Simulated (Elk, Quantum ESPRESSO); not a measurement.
An Elk input for a self-consistent single point of Mg3Zn (Pm-3m, 4 atoms in the cell) (DFT, PBEsol, all-electron FP-LAPW, Elk's shipped species files, APW+lo basis with extra local orbitals):

```
tasks
  0

xctype
  22

rgkmax
  8.0

gmaxvr
  14.0

nxlo
  2

lorbcnd
  .true.

lmaxi
  2

stype
  3

swidth
  0.00183747

scale
  8.07956184

avec
    1.0000000000    0.0000000000    0.0000000000
    0.0000000000    1.0000000000    0.0000000000
    0.0000000000    0.0000000000    1.0000000000

sppath
  './'

atoms
  2   : nspecies
  'Mg.in'   : spfname
  3   : natoms; atposl, bfcmt below
  0.5000000000  0.5000000000  0.0000000000    0.0 0.0 0.0
  0.0000000000  0.5000000000  0.5000000000    0.0 0.0 0.0
  0.5000000000  0.0000000000  0.5000000000    0.0 0.0 0.0
  'Zn.in'   : spfname
  1   : natoms; atposl, bfcmt below
  0.0000000000  0.0000000000  0.0000000000    0.0 0.0 0.0

ngridk
  6 6 6
```

**Question.** Give the Quantum ESPRESSO input for the same structure, mesh, smearing and functional.

**Answer.** One input that does it (others would too):

```fortran
&control
    calculation = 'scf'
    prefix = 'Mg3Zn'
    outdir = './tmp/'
    pseudo_dir = './'
    tprnfor = .true.
    tstress = .true.
/
&system
    ibrav = 1
    A = 4.27552000
    nat = 4
    ntyp = 2
    ecutwfc = 50
    ecutrho = 400
    occupations = 'smearing'
    smearing = 'fd'
    degauss = 0.0036749
    input_dft = 'pbesol'
/
&electrons
    conv_thr = 1e-10
    mixing_beta = 0.3
/
ATOMIC_SPECIES
Mg    24.3050  Mg.pbe-n-kjpaw_psl.0.3.0.UPF
Zn    65.3800  Zn_pbe_v1.uspp.F.UPF
ATOMIC_POSITIONS crystal
Mg    0.50000000    0.50000000    0.00000000
Mg    0.00000000    0.50000000    0.50000000
Mg    0.50000000    0.00000000    0.50000000
Zn    0.00000000    0.00000000    0.00000000
K_POINTS automatic
6 6 6  0 0 0
```

Basis, cutoffs, solver keys and any potentials are the target program's own. This input uses DFT, PBEsol, plane waves, SSSP 1.1.2 efficiency (PBE) pseudopotentials.

The starting cell comes from a database of computed structures (which also holds hypothetical and non-ambient phases and stackings), without a prior relaxation at this level.
